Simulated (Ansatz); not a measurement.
A computed series for CaF2: response to strain

Base system: CaF$_{2}$ in the fluorite structure (space group Fm-3m, No. 225; a = 5.4391 Å). Axes: x, y, z lie along the cube axes.

Strains are applied to the cell and any free atomic positions relax; under biaxial strain the out-of-plane vector relaxes too.

The values are results of r2SCAN (Ansatz, a quantum-chemistry and plane-wave program), no spin-orbit coupling, not measurements.

Candidates:
(a) biaxial strain +1.17 %, plane normal [110], relaxed out of plane
(b) strain tensor (xx, yy, zz, yz, xz, xy) = (+1.10, +1.52, −1.26, −0.77, −1.47, −1.22) %
(c) strain tensor (xx, yy, zz, yz, xz, xy) = (−1.62, +1.76, +2.10, −0.31, −1.29, −0.17) %

Notes on the quantities. energy relative to the base: free energy F.

**Question.** Order them by energy relative to the base, lowest first.

**Answer.** (a) biaxial strain +1.17 %, plane normal [110], relaxed out of plane (+1.7 meV/atom), (b) strain tensor (xx, yy, zz, yz, xz, xy) = (+1.10, +1.52, −1.26, −0.77, −1.47, −1.22) % (+5.4 meV/atom), (c) strain tensor (xx, yy, zz, yz, xz, xy) = (−1.62, +1.76, +2.10, −0.31, −1.29, −0.17) % (+7.1 meV/atom)

A biaxial case was relaxed in a doubled cell and then solved in the primitive one. No phonon test of stability was made.
